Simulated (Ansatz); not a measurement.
**Rock-salt GaN (model structure)**

The numbers are results of HSE06 (PAW; Ansatz, a first-principles code), not measurements.

Numerical settings: plane-wave cutoff 500 eV, 10×10×10 k mesh, Fermi–Dirac smearing 0.05 eV, scalar-relativistic PAW data made under PBE.

Cell (relaxed at this level):

```yaml
crystal:
  lattice:
    - [0.00000, 2.10453, 2.10453]
    - [2.10453, 0.00000, 2.10453]
    - [2.10453, 2.10453, 0.00000]
  atoms:
    - { symbol: Ga, position: [0.00000, 0.00000, 0.00000] }
    - { symbol: N, position: [0.50000, 0.50000, 0.50000] }
```

band gap: 1.99 eV (on the SCF k mesh)

Note: exact exchange on metals is sensitive to the k mesh and can open a false gap; the relaxation could raise the start's symmetry but not lower it, so the cell can be a saddle point.

Spin–orbit coupling is not included.

Static lattice: no zero-point or thermal effects.

A model structure was made by putting elements into a prototype or built by hand; it is no filed structure, need not be a known phase, and can be a saddle point held by its symmetry.
